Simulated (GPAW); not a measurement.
**Short convergence ladders for Al (Fm-3m, 1 atom in the cell)**

```
CELL_PARAMETERS angstrom
      0.00000     2.03107     2.03107
      2.03107     0.00000     2.03107
      2.03107     2.03107     0.00000
ATOMIC_POSITIONS crystal
  Al 0.00000 0.00000 0.00000
```

Base method: PBEsol, GPAW PAW datasets PBEsol (made by gpaw-setup) (plane waves; GPAW).

Base settings: mode = pw; ecut = 600 eV; xc = PBEsol; kpts = 14 14 14; mesh shift (steps) = 0 0 0; occupations.name = methfessel-paxton; occupations.width = 0.1 eV; occupations.order = 0; nbands = -5; convergence.forces = 0.001 eV/Å.

**The width of Fermi-Dirac smearing**

In this ladder: kpts = 23 23 23; occupations.name = fermi-dirac; occupations.order = default.

Narrow widths need finer meshes than wide ones, so the last steps can hold mesh noise.

Only quantities that move along the ladder and can be compared are tabulated; pressure and forces are left out, as mesh noise rules them at narrow widths.

| occupations.width | free energy less the last step's (meV/atom) | energy extrapolated to zero width less the last step's (meV/atom) |
|---|---|---|
| 1 eV | -669.43 | -0.21 |
| 0.5 eV | -166.70 | -1.08 |
| 0.3 eV | -59.52 | -0.87 |
| 0.2 eV | -25.86 | -0.51 |
| 0.1 eV | -5.28 | -0.01 |
| 0.05 eV | 0.00 | 0.00 |

Widest occupations.width that holds the energy extrapolated to zero width within 1 meV/atom of the last step, with all finer ones: 0.3 eV; the step before is off by 1.1 meV/atom.

Widest occupations.width that holds the free energy within 2 meV/atom: not settled: the last two steps still differ by 5.3 meV/atom, over half the tolerance, so the ladder does not show it.

The extrapolation to zero width removes most of the smearing's effect on the energy.

**The width of cold smearing**

In this ladder: kpts = 23 23 23; occupations.name = marzari-vanderbilt; occupations.order = default.

Narrow widths need finer meshes than wide ones, so the last steps can hold mesh noise.

Only quantities that move along the ladder and can be compared are tabulated; pressure and forces are left out, as mesh noise rules them at narrow widths.

| occupations.width | free energy less the last step's (meV/atom) |
|---|---|
| 1 eV | -3.87 |
| 0.5 eV | -0.98 |
| 0.3 eV | 0.01 |
| 0.2 eV | 0.15 |
| 0.1 eV | 0.07 |
| 0.05 eV | 0.00 |

Widest occupations.width that holds the free energy within 2 meV/atom of the last step, with all finer ones: 0.5 eV; the step before is off by 3.9 meV/atom.

**The setting conv density**

In this ladder: convergence.forces = default. Moved along: convergence.energy, convergence.eigenstates.

The mesh stays at the base's, so the ladder's end is converged at best in this setting alone.

Only quantities that move along the ladder and can be compared are tabulated.

```csv
convergence.density,pressure (GPa)
0.01 e/electron,-2.63
0.001 e/electron,-2.73
0.0001 e/electron,-2.74
1e-06 e/electron,-2.74
1e-07 e/electron,-2.74
```

Coarsest convergence.density that holds the pressure within 0.05 GPa of the last step, with all finer ones: 0.001 e/electron; the step before is off by 0.11 GPa.

On the base run: the starting cell has typed, rounded lattice constants, without a prior relaxation at this level. Its lattice was rescaled by up to half a per cent.

Left out of this page: 4 runs of the series outside the window shown, repeating another row's setting, or not comparable.
